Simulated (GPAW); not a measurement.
Worked example: self-consistent single point of Eu (Im-3m, 1 atom in the cell) in GPAW.

Method: PBE, GPAW PAW datasets PBE (gpaw-data 1.0.1) (plane waves; GPAW).

```yaml
crystal:
  lattice:
    - [-2.27855, 2.27855, 2.27855]
    - [2.27855, -2.27855, 2.27855]
    - [2.27855, 2.27855, -2.27855]
  atoms:
    - { symbol: Eu, position: [0.00000, 0.00000, 0.00000], spin: 7.0 }
```
(The spins are starting values, not results.)

Reference input (self-consistent single point, DFT PBE, plane waves, GPAW PAW datasets PBE (gpaw-data 1.0.1)): spinpol = true; mode = pw; ecut = 800 eV; xc = PBE; kpts = 4 4 4; mesh shift (steps) = 0 0 0; occupations.name = methfessel-paxton; occupations.width = 0.1 eV; occupations.order = 0; nbands = -7; convergence.forces = 0.001 eV/Å; symmetry.symmorphic = false. This run's input differs from it in these lines:

```diff
@@ -15,2 +15,3 @@
             mode={'name': 'pw', 'ecut': 800},
+            h=0.25,
             xc='PBE',
```

Output, abridged:

```
Input parameters:
  convergence: {forces: 0.001}
  h: 0.25
  kpts: {gamma: True,
         size: (4, 4, 4)}
  maxiter: 100
  mode: {ecut: 800,
         name: pw}
  nbands: -7
  occupations: {name: methfessel-paxton,
                order: 0,
                width: 0.1}
  spinpol: True
  symmetry: {symmorphic: False,
             tolerance: 0.0005}
  xc: PBE

species:
  Eu:
    name: Europium
    Z: 63.0
    valence: 17
    core: 46
    charge: 0.0
    file: Eu.PBE.gz

    # Using partial waves for Eu as LCAO basis

Reference energy: -295080.811612  # eV

Spin-polarized calculation.
Initial magnetic moment: 7.000000

Convergence criteria:
 Maximum [total energy] change in last 3 cyles: 0.0005 eV / valence electron
 Maximum integral of absolute [dens]ity change: 0.0001 electrons / valence electron
 Maximum integral of absolute [eigenst]ate change: 4e-08 eV^2 / valence electron
 Maximum change in the atomic [forces] across last 2 cycles: 0.001 eV/Ang OR
Maximum error relative to the maximum force is below inf
 Maximum number of scf [iter]ations: 100

Symmetries present (total): 48
Symmetries with fractional translations: 0
64 k-points: 4 x 4 x 4 Monkhorst-Pack grid + [1/8,1/8,1/8]
8 k-points in the irreducible part of the Brillouin zone
       k-points in crystal coordinates                weights
   0:     0.00000000    0.00000000    0.00000000          1/64
   1:     0.25000000    0.00000000    0.00000000         12/64
   2:     0.25000000    0.25000000   -0.25000000          6/64
   [... 5 lines left out ...]

Traceback (most recent call last):
   [... frames left out ...]
AssertionError
```

The program stopped before any SCF iteration. 

The starting cell has typed, rounded lattice constants, without a prior relaxation at this level. Its lattice was rescaled by up to half a per cent. Spin-orbit coupling is off.
